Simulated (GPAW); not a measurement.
Worked example: self-consistent single point of In2Sb (P1, 6 atoms in the cell) in GPAW.

Level of theory: LDA (Perdew-Wang 92), GPAW PAW datasets LDA (gpaw-data 1.0.1) (plane waves; GPAW 25.7.0).

The change in words: atoms moved at random. Reference geometry:
```
CELL_PARAMETERS angstrom
      5.37990     0.00000     0.00000
     -2.68995     4.65913     0.00000
      0.00000     0.00000     6.72255
ATOMIC_POSITIONS crystal
  In 0.66667 0.33333 0.25000
  In 0.33333 0.66667 0.75000
  In 0.00000 0.00000 0.50000
  In 0.00000 0.00000 0.00000
  Sb 0.66667 0.33333 0.75000
  Sb 0.33333 0.66667 0.25000
```

Reference input (self-consistent single point, DFT LDA (Perdew-Wang 92), plane waves, GPAW PAW datasets LDA (gpaw-data 1.0.1)): mode = pw; ecut = 600 eV; xc = LDA; kpts = 5 5 4; mesh shift (steps) = 0 0 0; occupations.name = fermi-dirac; occupations.width = 0.136 eV; nbands = -10; convergence.forces = 0.001 eV/Å; symmetry.symmorphic = false; symmetry.tolerance = 0.0005; maxiter = 100. This run's input differs from it in these lines:

```diff
@@ -8,8 +8,8 @@
                     [0.000000, 0.000000, 6.722550]],
-              scaled_positions=[[0.666667, 0.333333, 0.250000],
-                                [0.333333, 0.666667, 0.750000],
-                                [0.000000, 0.000000, 0.500000],
-                                [0.000000, 0.000000, 0.000000],
-                                [0.666667, 0.333333, 0.750000],
-                                [0.333333, 0.666667, 0.250000]],
+              scaled_positions=[[0.664525, 0.317621, 0.240798],
+                                [0.333551, 0.662254, 0.744532],
+                                [-0.003944, 0.001544, 0.495841],
+                                [-0.001080, 0.010183, 0.009847],
+                                [0.677839, 0.339656, 0.755174],
+                                [0.329109, 0.668741, 0.253807]],
               pbc=True)
```

Log, with long lists cut:

```
     iter     time        total  log10-change:
                         energy   eigst   dens  force
iter:   1 --:--:--   -23.923697
iter:   2 --:--:--   -23.983589   -0.64  -1.70
iter:   3 --:--:--   -23.849439   -1.81  -1.71
iter:   4 --:--:--   -23.834828   -3.19  -2.07
iter:   5 --:--:--   -23.814914c  -2.93  -2.10
iter:   6 --:--:--   -23.813793c  -3.97  -2.75
iter:   7 --:--:--   -23.813107c  -5.25  -3.02
iter:   8 --:--:--   -23.811441c  -4.37  -3.08
iter:   9 --:--:--   -23.811306c  -5.52  -3.49
iter:  10 --:--:--   -23.811318c  -6.41  -3.50
iter:  11 --:--:--   -23.811366c  -6.48  -3.59
iter:  12 --:--:--   -23.811363c  -5.84  -3.83
iter:  13 --:--:--   -23.811348c  -7.11  -3.94
iter:  14 --:--:--   -23.811342c  -7.12  -4.02c
iter:  15 --:--:--   -23.811339c  -7.66c -4.11c
iter:  16 --:--:--   -23.811337c  -7.82c -4.58c -2.77
iter:  17 --:--:--   -23.811338c  -8.48c -4.79c -3.22c
Converged after 17 iterations.

Dipole moment: (2.012160, -1.857247, -3.139600) |e|*Ang

Energy contributions relative to reference atoms: (reference = -991602.034299)

Kinetic:        +29.061624
Potential:      -29.195481
External:        +0.000000
XC:             -24.553490
Entropy (-ST):   -0.139562
Local:           +0.945790
SIC:             +0.000000
--------------------------
Free energy:    -23.881119
Extrapolated:   -23.811338

Showing only first 2 kpts
 Kpt  Band  Eigenvalues  Occupancy
  0    39      4.68487    1.99999
  0    40      5.82119    1.95993
  0    41      5.93182    1.91182
  0    42      6.11773    1.69355

  1    39      4.70575    1.99999
  1    40      5.24330    1.99942
  1    41      5.80343    1.96475
  1    42      5.92631    1.91518

Fermi level: 6.35023

No gap
   [... lines left out ...]
  1 In    0.03608    0.10716   -0.04039
  2 In    0.02974   -0.03926    0.10099
  3 In    0.04362   -0.06554   -0.14451
  4 Sb   -0.09228   -0.09765    0.03470
  5 Sb    0.11378   -0.14525    0.07714

Stress tensor:
     0.027400    -0.001343     0.000058
    -0.001343     0.026584    -0.000021
     0.000058    -0.000021     0.023761
Stress (GPa, Voigt): [ 4.3899e+00  4.2592e+00  3.8070e+00 -3.4000e-03  9.2000e-03 -2.1520e-01]
```

The run converged in 17 iterations. GPAW prints stress with tension positive. Against the reference run the free energy goes up by 3.8 meV/atom, the pressure goes from -4.28 to -4.15 GPa and the largest force goes from 0.000 to 0.276 eV/Å.

The starting cell comes from a database of computed structures (which also holds hypothetical and non-ambient phases and stackings), without a prior relaxation at this level. For this run, on top of that: atoms moved at random. With a pressure of about -4 GPa the cell is away from its equilibrium volume at this level. The run gives no clean gap (levels at the Fermi energy touch, overlap or are partly filled at this smearing), which alone does not show that the compound is a metal.

Cost on one core of a shared machine: roughly 5 min.
